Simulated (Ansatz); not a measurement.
**ZrIr (P4/mmm, No. 123, 2 atoms in the cell; start mp-1017541; a measured phase of this formula has another space group)**

The numbers are results of LDA in Ansatz (plane waves, PAW), not measurements.

Numerical settings: plane-wave cutoff 520 eV, 18×18×16 k mesh (along the axes of the cell as run), Fermi–Dirac smearing 0.05 eV, no spin polarisation, scalar-relativistic PAW data made under PBE.

Cell (relaxed at this level):

```
CELL_PARAMETERS angstrom
      3.06042     0.00000     0.00000
      0.00000     3.06042     0.00000
      0.00000     0.00000     3.61410
ATOMIC_POSITIONS crystal
  Zr 0.50000 0.50000 0.50000
  Ir 0.00000 0.00000 0.00000
```

For ZrIr (P4/mmm, No. 123, 2 atoms in the cell; start mp-1017541; a measured phase of this formula has another space group), the bulk modulus comes out as 219 GPa.

Note: the run has no spin polarisation, so it can have missed a magnetic state; the bulk modulus is −V dP/dV from two relaxed cells at ±2 % in volume; the relaxation could not lower the start's symmetry, so the cell can be a saddle point above a distorted one.

Spin–orbit coupling is not included.

The computed numbers hold no vibrational or temperature effects.

Computing time: around 80 core-seconds (rough).

A start named mp-… is a Materials Project structure, which need not be a measured phase.

Ansatz is a quantum-chemistry and plane-wave program.
